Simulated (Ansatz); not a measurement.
The parent structure is ZnCu$_{2}$SnS$_{4}$ (space group I-4, No. 82; a = 5.317 Å, c = 10.643 Å).

The values are results of LDA (Ansatz, a first-principles code, PAW, no SOC), not measurements.

Strains are applied to the cell and any free atomic positions relax.

One change was made to it. Results:

| quantity | base | after |
|---|---|---|
| band gap | 0.14 eV | zero |
| energy relative to the base (free energy F) | 0 meV/atom | +22 meV/atom |

Task: What was done to the base?
A) isotropic strain +1.50 %
B) isotropic strain +3.00 %
C) isotropic strain +2.25 %

Result: C, isotropic strain +2.25 %. For comparison, the energy relative to the base in the other runs: isotropic strain +3.00 % gives +37 meV/atom; isotropic strain +1.50 % gives +9.9 meV/atom.

No phonon test of stability was made. All final runs are without spin polarisation. Gaps under 0.05 eV, about the width of the smearing, are given as zero. The zero or small gap of ZnCu2SnS4 can change with the level of theory.
